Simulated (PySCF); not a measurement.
PySCF 2.14.0, unrestricted HF/def2-svpd, df: W(O)(Cl)4 anion ([O]=[W]([Cl])([Cl])([Cl])[Cl]), charge -1, multiplicity 2, 6 atoms. The geometry is a generated start, not checked to be a minimum at this level.

```yaml
task: energy
method: hf
basis: def2-svpd
two_electron_scheme: density fitting
mol.max_memory: 3000 MB
mf.max_cycle: 100
mf.conv_tol: 1e-09 (default)
effective_core_potentials: those of the basis set, past Kr
basis_functions: 166
```

```xyz
6

W      0.1164    -0.0385    -0.0637
O      1.5302    -0.4845    -0.8341
Cl     0.4122    -0.5310     2.1293
Cl    -1.2290     0.7886    -1.6878
Cl    -1.2372    -1.8554    -0.1058
Cl     0.4074     2.1207     0.5622
```

Charge -1 and multiplicity 2 are set for this test and not shown to be the ground state.

With the defaults (mf.DIIS = CDIIS, mf.diis = true, mf.damp = 0, mf.diis_start_cycle = 1, mf.init_guess = minao, mf.diis_space = 8, mf.diis_damp = 0, mf.level_shift = 0) it converges in 18 Fock builds. One run each on 2 threads, 1 BLAS thread, with these changes:
- mf.diis = false, mf.damp = 0.7, mf.diis_start_cycle = 999
- mf.diis_damp = 0.3
- mf.damp = 0.7, mf.diis_start_cycle = 8
- mf.level_shift = 1 Hartree
- mf.diis = false
- mf.DIIS = EDIIS
- mf.init_guess = mod_huckel
- mf.init_guess = huckel
- mf.diis_space = 20

### Question
Name the settings that don't reach the solution of the defaults.

### Answer
No convergence: mf.DIIS = EDIIS; mf.diis = false; mf.diis = false, mf.damp = 0.7, mf.diis_start_cycle = 999 (the run ends without SCF convergence in 100 cycles). The rest reach the solution of the defaults.

```csv
setting,Fock builds,end
mf.diis_space = 20,17,same solution
the defaults,18,same solution
mf.diis_damp = 0.3,18,same solution
mf.init_guess = mod_huckel,19,same solution
mf.init_guess = huckel,20,same solution
"mf.damp = 0.7, mf.diis_start_cycle = 8",22,same solution
mf.level_shift = 1 Hartree,29,same solution
mf.DIIS = EDIIS,101,no convergence
mf.diis = false,101,no convergence
"mf.diis = false, mf.damp = 0.7, mf.diis_start_cycle = 999",101,no convergence
```
